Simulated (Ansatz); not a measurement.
Ansatz (a quantum-chemistry and plane-wave program) run on BaTiO3 (P4mm, 5 atoms in the cell): self-consistent single point.

Computed with PBE (plane waves, PAW; Ansatz).

```xyz
5
Lattice="3.9701 0.0000 0.0000 0.0000 3.9701 0.0000 0.0000 0.0000 4.0198" Properties=species:S:1:pos:R:3 pbc="T T T"
Ba     0.0000     0.0000     0.0500
Ti     1.9850     1.9850     2.0622
O      1.9850     1.9850     3.9273
O      0.0000     1.9850     1.9576
O      1.9850     0.0000     1.9576
```

Reference input (self-consistent single point, DFT, PBE, plane waves, default PAW files): basis.ecutwfc = 30.9 Ry; kpoints.mp_grid.grid = 6 6 6; hamiltonian.xc = pbe; hamiltonian.pseudopotentials = {kind: paw} (the program's default PAW files); scf.occupations.method = fermi_dirac; scf.occupations.width = 0.0015 Ry. This run's input differs from it in these lines:

Ansatz 0.2 input:
```diff
@@ -14,3 +14,3 @@
 kpoints:
-  mp_grid: { grid: [6, 6, 6] }
+  mp_grid: { grid: [4, 4, 4] }
 hamiltonian:
```

Output, abridged:

```
SCF iter   1: F=—  HF=-10159.544556 eV  |F-HF|=—  |Δ(HF+E_count)|=         —  Δρ=1.32e-3  dr2=4.62e-4  ethr=1.77e-3  ⟨swp⟩=6.6  Hψ=2282  notcnv=0
all-band conjugate gradients solve this SCF's bands
preconditioner: auto → Resta (q_TF=auto, 2.527 Å⁻¹)
SCF iter   2: F=—  HF=-10159.544914 eV  |F-HF|=—  |Δ(HF+E_count)|=   3.57e-4  Δρ=6.52e-4  dr2=1.15e-4  ethr=1.15e-6  ⟨swp⟩=2.1  Hψ=962  notcnv=0  defer=6
   [... lines left out ...]
SCF iter   4: F=—  HF=-10159.544407 eV  |F-HF|=—  |Δ(HF+E_count)|=   6.78e-4  Δρ=5.43e-5  dr2=2.64e-6  ethr=2.52e-8  ⟨swp⟩=2.0  Hψ=786  notcnv=0  defer=6
iter 5 did not close the SCF: its close was put off for the readings that it lacked (scf_convergence_deferred on its scf_iter line)
SCF iter   5: F=-10159.544406 eV  HF=-10159.544406 eV  |F-HF|=5.46e-8  |Δ(HF+E_count)|=   2.07e-7  Δρ=2.03e-5  dr2=9.42e-8  ethr=6.61e-9  ⟨swp⟩=2.1  Hψ=638  notcnv=0  defer=6
SCF iter   6: F=-10159.544406 eV  HF=-10159.544406 eV  |F-HF|=8.42e-10  |Δ(HF+E_count)|=   8.44e-8  Δρ=4.82e-6  dr2=8.49e-9  ethr=2.35e-10  ⟨swp⟩=6.5  Hψ=2107  notcnv=0
SCF 1 converged in 6 iterations: F = -10159.544406 eV  dr2 = 8.49e-9
Free energy (F): -10159.544406 eV
Internal energy: -10159.544406 eV  (E = F + TS)
E sigma→0 (E₀):  -10159.544406 eV
Fermi energy:    11.468200 eV
--- Forces (eV/Å), atoms counted from 1 ---
  atom   1  Ba    -0.00000000     0.00000000    -0.30848982
  atom   2  Ti     0.00000000    -0.00000000     0.36538269
  atom   3  O      0.00000000    -0.00000000     0.04148467
  atom   4  O     -0.00000000     0.00000000    -0.04918669
  atom   5  O      0.00000000     0.00000000    -0.04918669
--- Stress (GPa, compression-positive) ---
        5.521766       0.000000       0.000000
        0.000000       5.521766       0.000000
        0.000000       0.000000       5.923196
  P = ⅓ Tr σ = 5.6556 GPa (56.556 kbar)
  The stress holds the Pulay correction. Without it, at fixed plane waves, as pw.x and ABINIT print it: P = 5.1124 GPa
```

The run converged in 6 iterations. Against the reference run the free energy goes up by 1.8 meV/atom, the pressure moves little (5.64 to 5.66 GPa), the largest force goes from 0.312 to 0.365 eV/Å and the gap on the mesh moves little (1.893 to 1.885 eV). The full log also holds: “iter 5 did not close the SCF: its close was put off for the readings that it lacked (scf_convergence_deferred on its scf_iter line)”.

The starting cell has typed, rounded lattice constants, without a prior relaxation at this level. Its lattice was rescaled by up to half a per cent. One atom was moved a little off its site on purpose. With a pressure of about 6 GPa the cell is away from its equilibrium volume at this level. Ansatz's pressure includes its estimate of the finite-basis (Pulay) stress. Without the estimate this run gives 5.11 GPa.
